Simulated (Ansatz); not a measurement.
Take BeSe in the zinc blende structure (space group F-43m, No. 216; a = 5.082 Å) as the base. Axes: x, y, z lie along the cube axes.

Computed with Ansatz (a quantum-chemistry and plane-wave program), LDA, PAW, cutoff 420 eV, spin-orbit coupling left out.

For the base:

- Smallest direct gap = 4.43 eV
- Pressure = -0.01 GPa
- Band gap = 2.40 eV
- Valence-band top at Γ = 0.00, 0.00, 0.00 eV

It is then changed as follows: a pure shear with ε_xy = ε_yx = 0.0143; the atoms relax in the strained cell.

Problem. Estimate the effect on the smallest direct gap.

Solution. The smallest direct gap drops by 0.22 eV (4.43 eV → 4.21 eV).

Problem. What does the calculation give for the pressure after the change?

Solution. The pressure (mean of the normal stresses, compression positive) hardly moves (-0.01 GPa against 0.03 GPa).

Problem. Estimate the effect on the band gap.

Solution. The band gap drops by 0.15 eV (2.40 eV → 2.25 eV).

Problem. Predict the new valence-band top at Γ.

Solution. The valence-band top at Γ (three highest levels, from the VBM) becomes 0.00, -0.13, -0.24 eV (base: 0.00, 0.00, 0.00 eV).

Stability against distortions was not tested.
